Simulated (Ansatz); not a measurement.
Antifluorite Mg₂C (high-pressure phase) was calculated with HSE06 (plane waves, PAW; Ansatz, a program for electronic structure).

Run with plane-wave cutoff 520 eV, 8×8×8 k mesh, finite displacements, scalar-relativistic PAW data made under PBE.

Computed at the level's own relaxed cell.

Harmonic phonon frequencies (cm⁻¹; i marks an imaginary mode; at Γ without the LO shift):

```csv
q point,frequencies
Γ,0 0 0 381 381 381 418 418 418
X,83 141 141 401 401 439 439 496 513
L,272 272 301 308 308 380 411 411 528
```

No imaginary mode appears at these points.
